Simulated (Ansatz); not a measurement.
HgTe (P3₁21, No. 152, 6 atoms in the cell; start mp-358; a measured phase of this formula has another space group), treated with r²SCAN+rVV10 (PAW; Ansatz, an electronic-structure program).

Run with plane-wave cutoff 560 eV, 12×12×4 k mesh (along the axes of the cell as run), Fermi–Dirac smearing 0.01 eV, scalar-relativistic PAW data made under PBE.

Cell (relaxed at this level):

```cif
data_Hg3Te3
_chemical_formula_sum 'Hg3 Te3'
_space_group_name_H-M_alt 'P 1'
_space_group_IT_number 1
_cell_length_a 4.55741
_cell_length_b 4.55741
_cell_length_c 10.28153
_cell_angle_alpha 90.000
_cell_angle_beta 90.000
_cell_angle_gamma 120.000
loop_
_space_group_symop_operation_xyz
  'x, y, z'
loop_
_atom_site_label
_atom_site_type_symbol
_atom_site_fract_x
_atom_site_fract_y
_atom_site_fract_z
_atom_site_occupancy
Hg1 Hg 0.33790 0.33790 0.00000 1
Hg2 Hg 0.66210 0.00000 0.33333 1
Hg3 Hg 0.00000 0.66210 0.66667 1
Te1 Te 0.46933 0.46933 0.50000 1
Te2 Te 0.53067 0.00000 0.83333 1
Te3 Te 0.00000 0.53067 0.16667 1
```

**Question.** Give the computed band gap and smallest direct gap on the k points sampled.

**Answer.** 
band gap: 0.68 eV
smallest direct gap on the k points sampled: 0.90 eV

Spin–orbit coupling is not included; with these elements it can move the gap by several tenths of an eV or more.

Computed values are for the static lattice.

Computing time: around 2.2 core-minutes (rough).

A start named mp-… is a Materials Project structure, which need not be a measured phase.
